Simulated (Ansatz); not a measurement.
The starting structures come from a database of crystals and need not be the phases stable at ambient conditions.

By PBEsol, the system below comes out a metal.

A figure of merit of an interconnect metal is its ballistic conductance per area.

Given:

```yaml
crystal:
  lattice:
    - [4.97629, 0.00000, 0.00000]
    - [0.00000, 4.97629, 0.00000]
    - [0.00000, 0.00000, 4.97629]
  atoms:
    - { symbol: Mo, position: [0.75000, 0.00000, 0.50000] }
    - { symbol: Mo, position: [0.25000, 0.00000, 0.50000] }
    - { symbol: Mo, position: [0.50000, 0.25000, 0.00000] }
    - { symbol: Mo, position: [0.50000, 0.75000, 0.00000] }
    - { symbol: Mo, position: [0.00000, 0.50000, 0.75000] }
    - { symbol: Mo, position: [0.00000, 0.50000, 0.25000] }
    - { symbol: Os, position: [0.00000, 0.00000, 0.00000] }
    - { symbol: Os, position: [0.50000, 0.50000, 0.50000] }
```

Space group of this cell: Pm-3n, A15 (Cr3Si type). The cell is taken as given; by PBEsol its mean pressure is -6.1 GPa.

The current flows along the normal of the first two printed cell vectors, the (001) plane of the conventional cell. No spin-orbit coupling; the value is a mean over 0.1 eV about the Fermi level.

State the ballistic conductance per area according to Ansatz (a program for electronic structure) with PBEsol.

0.92 × 10¹⁵ S/m² for both spins.
